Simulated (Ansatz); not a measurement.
Ansatz (a quantum-chemistry and plane-wave program) run on Pb (P-3m1, 2 atoms in the cell): relaxation of the atoms.

Method of the run: LDA (PW92), default PAW files made with PBE (plane waves; Ansatz).

The change in words: one atom moved by 0.15 angstrom; relax: default → atoms; relax.f_tol: default → 0.1 eV/Å. Reference geometry:
```xyz
2
Lattice="3.4542 0.0000 0.0000 -1.7271 2.9915 0.0000 0.0000 0.0000 5.9674" Properties=species:S:1:pos:R:3 pbc="T T T"
Pb     0.0000     1.9943     1.4919
Pb     1.7271     0.9972     4.4756
```

Reference input (self-consistent single point, DFT, LDA (PW92), plane waves, default PAW files made with PBE): basis.ecutwfc = 420 eV; kpoints.mp_grid.grid = 11 11 6; hamiltonian.xc = lda; hamiltonian.pseudopotentials = {kind: paw} (the program's default PAW files); scf.occupations.method = gaussian; scf.occupations.width = 0.1 eV. This run's input differs from it in these lines:

```diff
@@ -6,3 +6,3 @@
   atoms:
-    - { symbol: Pb, position: [0.333333, 0.666667, 0.250000] }
+    - { symbol: Pb, position: [0.333333, 0.666667, 0.275137] }
     - { symbol: Pb, position: [0.666667, 0.333333, 0.750000] }
@@ -17,2 +17,4 @@
   occupations: { method: gaussian, width: 0.1 }
+relax:
+  f_tol: 0.1
 output:
```

The program printed (abridged):

```
   [... SCF lines of the steps left out ...]
relax step   1: F+E_penalty+E_count = -23204.63459562 eV  Δ(F+E_penalty+E_count) = +0.000e0 eV  max|allowed force component| = 1.819e-1 eV/Å  Δτ_max = 0.0000 Å  (6 SCF iters, dr2 threshold 1.00e-4 eV, accepted)
relax step   2: F+E_penalty+E_count = -23204.64447559 eV  Δ(F+E_penalty+E_count) = -9.880e-3 eV  max|allowed force component| = 9.449e-2 eV/Å  Δτ_max = 0.0359 Å  (5 SCF iters, accepted)
the relaxation is at rest under the 12 symmetry operations that the run kept from its start: a minimum is not shown …
Stability not checked: this state was not tested for a lower state beside it, because too few of the mixer's solves of this state at the end of the SCF gave a …
Free energy (F): -23204.644476 eV
Internal energy: -23204.640654 eV  (E = F + TS)
E sigma→0 (E₀):  -23204.642565 eV
Entropy (-TS):   -0.003822 eV (-1.911 meV/atom)
Fermi energy:    10.299990 eV
--- Forces (eV/Å), atoms counted from 1 ---
  atom   1  Pb     0.00000000     0.00000000    -0.09448551
   [... lines left out ...]
--- Relaxed structure (2 steps of the walk, 2 accepted, 0 SCFs on fresh bases) ---
  F+E_penalty+E_count = -23204.64447559 eV   max|allowed force component| = 9.449e-2 eV/Å
  atoms:
    - { symbol: Pb, position: [0.3333333333333333, 0.6666666666666666, 0.2691279231182368] }
    - { symbol: Pb, position: [0.6666666666666666, 0.3333333333333333, 0.7560090768817631] }
```

The run converged.  The full log also holds: “iter 5 did not close the SCF: its close was put off for the readings that it lacked (scf_convergence_deferred on its scf_iter line)”.

Summary of the result:
```
Quantity                                                  Value
-----------------------------------------------  --------------
Free energy E − TS (on the zero of these files)  -23204.6445 eV
Fermi level (on the code's own zero)                   10.30 eV
Pressure                                              -2.88 GPa
Largest force (vector length)                        0.094 eV/Å
Relaxation steps                                              2
```

The starting cell comes from a database of computed structures (which also holds hypothetical and non-ambient phases and stackings), without a prior relaxation at this level. Its lattice was rescaled by up to half a per cent. For this run, on top of that: one atom moved by 0.15 angstrom. The relaxation keeps the symmetry of its start, so its end need not be a minimum. Ansatz's pressure includes its estimate of the finite-basis (Pulay) stress.

Keys are those of Ansatz 0.2.
